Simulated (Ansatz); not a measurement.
**Convergence study of shifted k-point meshes for Mo (Im-3m, 1 atom in the cell)**

```
Mo
1.0
   -1.56713     1.56713     1.56713
    1.56713    -1.56713     1.56713
    1.56713     1.56713    -1.56713
Mo
1
Direct
  0.00000   0.00000   0.00000
```

Method: LDA (PW92), default PAW files made with PBE (plane waves; Ansatz, an electronic-structure program).

Base settings: basis.ecutwfc = 30.9 Ry; kpoints.mp_grid.grid = 15 15 15; hamiltonian.xc = lda; hamiltonian.pseudopotentials = {kind: paw} (the program's default PAW files); scf.occupations.method = fermi_dirac; scf.occupations.width = 0.0073 Ry.

In this ladder: kpoints.mp_grid.shift = 0.5 0.5 0.5.

Only quantities that move along the ladder and can be compared are tabulated.

The count of work is k-points × plane waves × bands × iterations; it is no time. 

The starting cell has typed, rounded lattice constants, without a prior relaxation at this level. Its lattice was rescaled by up to half a per cent. Spin polarisation is off. In the base run, with a pressure of about -6 GPa the cell is away from its equilibrium volume at this level. Ansatz's pressure includes its estimate of the finite-basis (Pulay) stress.

| kpoints.mp_grid.grid | free energy less the last step's (meV/atom) | pressure (GPa) | count of work / last |
|---|---|---|---|
| 3 3 3 | 205.57 | 0.74 | 0.0015 |
| 4 4 4 | -197.51 | -8.98 | 0.0022 |
| 5 5 5 | 114.12 | -2.47 | 0.0036 |
| 6 6 6 | 36.64 | -5.66 | 0.0051 |
| 7 7 7 | 11.46 | -5.80 | 0.0073 |
| 8 8 8 | 1.73 | -5.90 | 0.0094 |
| 9 9 9 | 12.43 | -5.87 | 0.013 |
| 10 10 10 | -10.31 | -6.46 | 0.016 |
| 11 11 11 | -13.37 | -6.11 | 0.020 |
| 13 13 13 | 8.64 | -5.89 | 0.030 |
| 14 14 14 | -5.52 | -6.33 | 0.036 |
| 15 15 15 | -2.33 | -6.19 | 0.044 |
| 17 17 17 | 0.12 | -6.11 | 0.060 |
| 19 19 19 | 0.51 | -5.96 | 0.080 |
| 21 21 21 | -0.67 | -6.11 | 0.10 |
| 23 23 23 | 1.01 | -6.05 | 0.13 |
| 26 26 26 | 0.11 | -6.04 | 0.18 |
| 29 29 29 | -0.52 | -6.09 | 0.25 |
| 32 32 32 | -0.32 | -6.08 | 0.32 |
| 35 35 35 | -0.07 | -6.07 | 0.41 |
| 39 39 39 | -0.16 | -6.07 | 0.56 |
| 43 43 43 | -0.12 | -6.07 | 0.73 |
| 48 48 48 | 0.00 | -6.06 | 1.0 |

Coarsest kpoints.mp_grid.grid that holds the free energy within 5 meV/atom of the last step, with all finer ones: 15 15 15, at 0.044 of the last step's count of work; the step before is off by 5.5 meV/atom.

Coarsest kpoints.mp_grid.grid that holds the pressure within 1 GPa of the last step, with all finer ones: 6 6 6, at 0.0051 of the last step's count of work; the step before is off by 3.6 GPa.

Keys are those of Ansatz 0.2.
